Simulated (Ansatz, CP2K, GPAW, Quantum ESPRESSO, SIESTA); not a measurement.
Code comparison for RbP2Ru2 (P1, 5 atoms in the cell)

Self-consistent single point, at a second geometry (atoms moved at random). First geometry:

```
CELL_PARAMETERS angstrom
     -2.01581     2.01581     6.60592
      2.01581    -2.01581     6.60592
      2.01581     2.01581    -6.60592
ATOMIC_POSITIONS crystal
  Rb 0.00000 0.00000 0.00000
  P  0.33349 0.33349 0.00000
  P  0.66651 0.66651 0.00000
  Ru 0.75000 0.25000 0.50000
  Ru 0.25000 0.75000 0.50000
```

Second geometry:
```
Rb(PRu)2
1.0
   -2.01581     2.01581     6.60592
    2.01581    -2.01581     6.60592
    2.01581     2.01581    -6.60592
Rb P Ru
1 2 2
Direct
  0.99766   0.01758   0.00776
  0.33122   0.34440   0.00855
  0.66392   0.64093   0.96989
  0.74156   0.27082   0.51298
  0.26564   0.72627   0.50082
```

Shared settings, as Ansatz (a quantum-chemistry and plane-wave program) writes them: kpoints.mp_grid.grid = 7 7 7; scf.occupations.method = fermi_dirac; scf.occupations.width = 0.1 eV. Potentials and cutoffs stand in the table.

```
code                                                                                                                                 model  ΔF from the first geometry (meV/atom)  pressure (GPa)  largest force (eV/Å)       cutoff
----------------  ------------------------------------------------------------------------------------------------------------------------  -------------------------------------  --------------  --------------------  -----------
Quantum ESPRESSO                                                                       LDA (PZ), GBRV 1.5 ultrasoft (LDA) pseudopotentials                                  105.0           -0.92                 3.882        40 Ry
GPAW                                                                         LDA (Perdew-Wang 92), GPAW PAW datasets LDA (gpaw-data 1.0.1)                                  104.6           -0.85                 3.864       600 eV
SIESTA            LDA PW92, numerical atomic orbitals DZP, PseudoDojo LDA standard norm-conserving potentials (rewritten from UPF to PSML)                                  123.2            1.81                 4.525  grid 300 Ry
CP2K                                                  LDA (Pade form), GPW, DZVP-MOLOPT-SR-GTH basis, GTH-PADE potentials (GTH_POTENTIALS)                                  107.2           -2.05                 3.961  grid 500 Ry
Ansatz                                                                                                 LDA (PW92), PAW files made with PBE                                  104.5           -1.00                 3.869      default
```

Size of the force on each atom (eV/Å): Sizes of forces hide their directions.

```tsv
code	Rb1	P2	P3	Ru4	Ru5
Quantum ESPRESSO	0.167	1.062	2.775	3.882	3.393
GPAW	0.170	1.059	2.805	3.864	3.362
SIESTA	0.225	1.297	3.389	4.525	3.948
CP2K	0.176	1.121	2.869	3.961	3.448
Ansatz	0.168	1.056	2.753	3.869	3.382
```

On Ansatz's run: spin polarisation is off; with an odd number of electrons in the cell that forces a metal, and a magnetic state may lie lower.

The spread over the programs that give each value: ΔF from the first geometry within 18.7 meV/atom; pressure within 3.86 GPa; largest force within 0.661 eV/Å.

SIESTA and CP2K use small atom-centred bases, whose incompleteness enters pressures, forces and empty levels differently from a plane-wave cutoff. Ansatz's pressure is given at a fixed set of plane waves, as the other plane-wave codes print theirs; with its correction for the finite basis it is -0.92 GPa. The same LDA comes in different parametrisations, which differ slightly. In the pressure, SIESTA (by 2.73) and CP2K (by 1.13) lie more than 1 GPa from the median of the plane-wave programs. In the force vectors, SIESTA (by 0.684) and CP2K (by 0.097) lie more than 0.08 eV/Å from the median of the plane-wave programs.

The starting cell comes from a database of computed structures (which also holds hypothetical and non-ambient phases and stackings), without a prior relaxation at this level. For this run, on top of that: atoms moved at random.

Keys are those of Ansatz 0.2.
